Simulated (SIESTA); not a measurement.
Band structure of Zr₂Au (I4/mmm, 3 atoms in the cell).

```
CELL_PARAMETERS angstrom
     -1.65018     1.65018     5.82547
      1.65018    -1.65018     5.82547
      1.65018     1.65018    -5.82547
ATOMIC_POSITIONS crystal
  Zr 0.65970 0.65970 0.00000
  Zr 0.34030 0.34030 0.00000
  Au 0.00000 0.00000 0.00000
```

Method: GGA PBEsol, numerical atomic orbitals TZP, PseudoDojo PBEsol standard norm-conserving potentials (rewritten from UPF to PSML) (SIESTA).

Settings: XC.functional = GGA; XC.authors = PBEsol; potentials = PseudoDojo PBEsol standard; PAO.BasisSize = TZP; PAO.EnergyShift = 0.005 Ry; MeshCutoff = 350 Ry; kgrid.MonkhorstPack = 10 10 10; OccupationFunction = FD; ElectronicTemperature = 580.23 K; MaxSCFIterations = 150; SCF.Mixer.Method = Pulay; SCF.Mixer.Weight = 0.25; SCF.Mixer.History = 6; SCF.DM.Tolerance = 1.0E-05.

The starting cell comes from a database of computed structures (which also holds hypothetical and non-ambient phases and stackings), without a prior relaxation at this level. Spin-orbit coupling is off. Values carry the incompleteness of an atom-centred basis.

Levels in eV from the Fermi level, bands 18 to 23:
| point | 18 | 19 | 20 | 21 | 22 | 23 |
|---|---|---|---|---|---|---|
| Γ | -4.32 | -3.22 | -1.91 | -0.72 | 0.52 | 1.60 |
| X | -2.50 | -2.21 | -2.16 | -1.08 | -0.78 | 1.34 |
| Y | -2.47 | -2.27 | -2.12 | -1.19 | -0.82 | 1.28 |
| S | -3.47 | -2.20 | -1.53 | -0.64 | -0.10 | 0.41 |
| Z | -4.69 | -4.31 | -1.45 | -0.70 | 0.01 | 0.81 |
| S1 | -3.47 | -2.20 | -1.53 | -0.64 | -0.10 | 0.41 |
| N | -3.23 | -2.74 | -1.23 | -0.89 | 0.36 | 0.43 |
| P | -2.48 | -2.17 | -1.88 | -1.88 | 0.39 | 0.39 |
| Y1 | -2.47 | -2.27 | -2.12 | -1.19 | -0.82 | 1.28 |

Bands cross the Fermi level along this path, so the cell is metallic at this level.

Higher empty bands are left out: an atom-centred basis made for the valence describes them poorly.
